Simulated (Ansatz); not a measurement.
Mg2Si: pressure series

Take Mg$_{2}$Si (space group Fm-3m, No. 225; a = 6.3644 Å) as the base.

Cell and atoms are relaxed at each pressure.

The values are results of PBE, PAW, 420 eV (Ansatz, a first-principles code; no SOC), earlier PAW set, not measurements.

Computed cases, in order: pressure −2 GPa; pressure −1 GPa; 0 GPa (base); pressure 0.9 GPa; pressure 2.1 GPa; pressure 4.5 GPa; pressure 15 GPa; pressure 22.5 GPa; pressure 30 GPa.

Question: Between which two neighbouring cases does the band gap open or close?

Answer: Between pressure 4.5 GPa (0.13 eV) and pressure 15 GPa (zero). The whole series: pressure −2 GPa: 0.27 eV; pressure −1 GPa: 0.24 eV; 0 GPa (base): 0.22 eV; pressure 0.9 GPa: 0.20 eV; pressure 2.1 GPa: 0.18 eV; pressure 4.5 GPa: 0.13 eV; pressure 15 GPa: zero; pressure 22.5 GPa: zero; pressure 30 GPa: zero.

The mesh was chosen for an insulator and is coarse for the gapless case. Load acts through the strain it causes; cell and atoms are relaxed under it. No phonon test of stability was made. No other phases were tried under pressure. All final runs are without spin polarisation. The zero or small gap of Mg2Si can change with the level of theory.
